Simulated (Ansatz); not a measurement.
Ga₃AlN₄ (model structure, P3m1, No. 156, 8 atoms in the cell), treated with PBEsol in Ansatz (plane waves, PAW).

Numerical settings: plane-wave cutoff 520 eV, 12×12×4 k mesh (along the axes of the cell as run), Fermi–Dirac smearing 0.01 eV, scalar-relativistic PAW data made under PBE.

Cell (relaxed at this level):

```xyz
8
Lattice="3.1646 0.0000 0.0000 -1.5823 2.7406 0.0000 0.0000 0.0000 10.2828" Properties=species:S:1:pos:R:3 pbc="T T T"
Ga     1.5823     0.9135     0.0298
N      1.5823     0.9135     1.9839
Ga     0.0000     0.0000     2.6272
N      0.0000     0.0000     4.5820
Ga     1.5823     0.9135     5.2291
N      1.5823     0.9135     7.1885
Al     0.0000     0.0000     7.7622
N      0.0000     0.0000     9.6584
```

Problem. Predict the band gap and bulk modulus B0.

Solution. 
band gap: 2.29 eV (on the SCF k mesh)
bulk modulus B0: 193 GPa

Note: the bulk modulus is −V dP/dV from two relaxed cells at ±2 % in volume; the relaxation could raise the start's symmetry but not lower it, so the cell can be a saddle point.

Spin–orbit coupling is not included.

Computing time: about 4 core-minutes (a rough figure).

A model structure was made by putting elements into a prototype or built by hand; it is no filed structure, need not be a known phase, and can be a saddle point held by its symmetry.

Ansatz is a quantum-chemistry and plane-wave program.
